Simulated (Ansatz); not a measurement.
Base system: Zn in the hcp (Mg type) structure (space group P6_3/mmc, No. 194; a = 2.6180 Å, c = 4.8434 Å; relaxed with 0.1 eV smearing). Axes: x lies along a and z along c of the hexagonal cell.

Calculations: r2SCAN, PAW, 500 eV (Ansatz, an electronic-structure program; without spin-orbit coupling).

The change: an isotropic linear strain of +2.99 %; the atoms relax in the strained cell.

**Question.** Predict the stress tensor and what it implies for the stiffness.

**Answer.** Stress of the strained cell less that of the base (GPa, compression positive):
```
   -7.4     0.0     0.0
    0.0    -7.4     0.0
    0.0     0.0    -4.5
```

Then B = −ΔP/(ΔV/V₀) with ΔV/V₀ = 0.0924 gives secant stiffness values (nonlinear terms included at this strain): B (at held cell shape, above the free-shape value) ≈ 70 GPa.

As a check, the harmonic strain energy −½ V₀ Δσ:ε is 26 meV/atom; the computed energy rise is 29 meV/atom.

Stability against distortions was not tested.
